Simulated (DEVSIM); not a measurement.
Device: abrupt GaAs n-p junction, at 300 K.

```tsv
layer (left to right)	material	thickness (μm)	Nd (cm⁻³)	Na (cm⁻³)	τn (s)	τp (s)
1	GaAs	0.520	7.2e15	-	4e-9	4e-9
2	GaAs	26.0	-	7.2e15	4e-9	4e-9
```

Left contact: ohmic. Right contact: ohmic. Voltage is applied to the left contact. Recombination: SRH at mid-gap, radiative, Auger. Mobility is μmin + (μ − μmin)/(1 + (N/Nref)^α).

Constants are typed, rounded textbook-type inputs, not results; the design itself was drawn at random and stands for no fabricated device. Values at 300 K.

```
parameter        GaAs
-------------  ------
gap (eV)        1.424
affinity (eV)    4.07
permittivity     12.9
Nc (cm⁻³)      4.7e17
Nv (cm⁻³)        9e18
μn (cm²/Vs)      8500
μp (cm²/Vs)       400
μn,min            500
μp,min             20
Nref,n           6e16
Nref,p         1.5e17
αn               0.39
αp               0.38
B (cm³/s)       2e-10
Cn (cm⁶/s)      1e-30
Cp (cm⁶/s)      1e-30
```

Model (solved in DEVSIM): 1D drift-diffusion, Boltzmann statistics, complete ionisation; no tunnelling, impact ionisation, image-force lowering or self-heating.

The doping Nd of layer 1 was swept, all else fixed.

| doping Nd of layer 1 (cm^-3) | dark forward voltage at 100 A/cm² (V) | potential step across the device at zero bias (V) | largest field in the device at zero bias (V/cm) | dark forward voltage at 1 A/cm² (V) |
|---|---|---|---|---|
| 2.2e14 | 1.579 | 1.041 | 17000 | 0.873 |
| 7.2e14 | 1.523 | 1.072 | 19000 | 0.913 |
| 2.2e15 | 1.468 | 1.101 | 23000 | 0.951 |
| 7.2e15 | 1.417 | 1.132 | 33000 | 0.979 |
| 2.2e16 | ? | 1.161 | ? | 0.989 |
| 7.2e16 | 1.371 | 1.191 | 46000 | 0.993 |
| 2.2e17 | 1.366 | 1.220 | 49000 | 0.994 |

**Question.** Fill in the missing entries.

**Answer.** 
- 2.2e16, dark forward voltage at 100 A/cm² (V): 1.386
- 2.2e16, largest field in the device at zero bias (V/cm): 41000
